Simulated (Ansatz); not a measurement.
## Step by step: formation energy of Ag15Si4 (I-43d) from the elements

We look at the formation energy of Ag15Si4 (I-43d) from the elements. Reaction: 4 Si (diamond) + 15 Ag (fcc) → Ag15Si4 (I-43d). The sign is products less reactants. The value is per atom of the solid.

Ag15Si4 (I-43d), 38 atoms in the cell; this is a cell whose start was taken from, or built on, an entry of a structure database, and that this text hasn't matched to a measured one. Conventional cell: a = 10.9479 Å, b = 10.9479 Å, c = 10.9479 Å, α = 90.00°, β = 90.00°, γ = 90.00°.

Ansatz (a first-principles code) with PAW potentials; structures come from PBE relaxations, nuclei static, no net charge. Ansatz runs with its default PAW set. Other levels take these structures. The lattices are those relaxed with PBE, so at other levels the solids can be strained, which adds to the spread. Larger cells are relaxed from a start prepared with the learned potential CHGNet, on a coarser mesh till forces fall under 0.03 eV/Å, which some starts already meet. A dispersion term (D3(BJ), or D4 for r2SCAN) was computed beside these levels and is taken off wherever the name lacks it. The PAW files were made for PBE and serve at the other functionals too. Space groups of crystals are read within 0.01 Å.

Total energies of the cells in eV, at zero smearing width. They compare only within one column; the weights balance every element.

| cell | atoms | weight | r2SCAN | r2SCAN+D4 |
|---|---|---|---|---|
| Ag15Si4 (I-43d) | 38 | +1 | -233224.89887 | -233231.86035 |
| Si (diamond) | 2 | −4 | -1278.13039 | -1278.36436 |
| Ag (fcc) | 1 | −30 | -7603.94022 | -7604.12909 |

r2SCAN: (-233224.89887) − 4 × (-1278.13039) − 30 × (-7603.94022) = 5.829 eV; dividing by 38 atoms gives 0.15 eV/atom.

r2SCAN+D4: (-233231.86035) − 4 × (-1278.36436) − 30 × (-7604.12909) = 5.470 eV; dividing by 38 atoms gives 0.14 eV/atom.

What follows from the r2SCAN value: A formula unit of Ag15Si4 has 19 atoms, so it forms with 0.1534 × 19 = 2.915 eV, or 281.3 kJ/mol at 96.485 kJ/mol per eV.
